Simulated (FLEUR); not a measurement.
Band structure of CuRu3 (I4/mmm, 4 atoms in the cell).

```
CELL_PARAMETERS angstrom
     -1.86921     1.86921     3.94628
      1.86921    -1.86921     3.94628
      1.86921     1.86921    -3.94628
ATOMIC_POSITIONS crystal
  Cu 0.00000 0.00000 0.00000
  Ru 0.75000 0.25000 0.50000
  Ru 0.25000 0.75000 0.50000
  Ru 0.50000 0.50000 0.00000
```

Level of theory: PBEsol, all-electron FLAPW (FLEUR), scalar-relativistic valence run with FLEUR.

Settings: Kmax = 4.4 1/bohr; GmaxXC = 17.6 1/bohr; xcFunctional = PBEs; jspins = 1; l_soc = F; mode = hist; fermiSmearingEnergy = 0.00367493 Htr; mesh (inpgen div1-3) = 8 8 8; inpgen gamma flag = true; Gmax = 17.6 1/bohr; numbands = 0; maxIterBroyd = 99; imix = Anderson; alpha = 0.05.

The starting cell comes from a database of computed structures (which also holds hypothetical and non-ambient phases and stackings), without a prior relaxation at this level. Its lattice was rescaled by a random factor within 2.5 % of one. Spin polarisation is off. Values depend on the basis (sphere radii, cutoffs, local orbitals), which need not be converged.

These are the values that this program gave, and no reference: the default basis lacks the next d shell.

Levels in eV from the Fermi level, bands 23 to 30:
```json
[
 {"point": "Γ", "23": "-1.10", "24": "-0.46", "25": "-0.20", "26": "0.23", "27": "1.14", "28": "1.14", "29": "1.23", "30": "2.17"},
 {"point": "X", "23": "-1.51", "24": "-1.00", "25": "0.13", "26": "0.18", "27": "0.27", "28": "0.33", "29": "0.69", "30": "1.26"},
 {"point": "Y", "23": "-1.34", "24": "-1.04", "25": "-0.66", "26": "-0.39", "27": "-0.11", "28": "0.80", "29": "0.92", "30": "1.19"},
 {"point": "S", "23": "-1.01", "24": "-0.93", "25": "-0.77", "26": "-0.66", "27": "-0.30", "28": "0.01", "29": "0.03", "30": "1.33"},
 {"point": "Z", "23": "-0.32", "24": "-0.32", "25": "0.05", "26": "0.26", "27": "1.10", "28": "1.36", "29": "1.36", "30": "1.73"},
 {"point": "S1", "23": "-1.01", "24": "-0.93", "25": "-0.77", "26": "-0.66", "27": "-0.30", "28": "0.01", "29": "0.03", "30": "1.33"},
 {"point": "N", "23": "-1.69", "24": "-0.97", "25": "-0.71", "26": "-0.62", "27": "-0.57", "28": "-0.38", "29": "-0.07", "30": "1.27"},
 {"point": "P", "23": "-1.57", "24": "-1.57", "25": "-1.54", "26": "-0.13", "27": "-0.13", "28": "0.33", "29": "1.18", "30": "1.56"},
 {"point": "Y1", "23": "-1.34", "24": "-1.04", "25": "-0.66", "26": "-0.39", "27": "-0.11", "28": "0.80", "29": "0.92", "30": "1.19"}
]
```
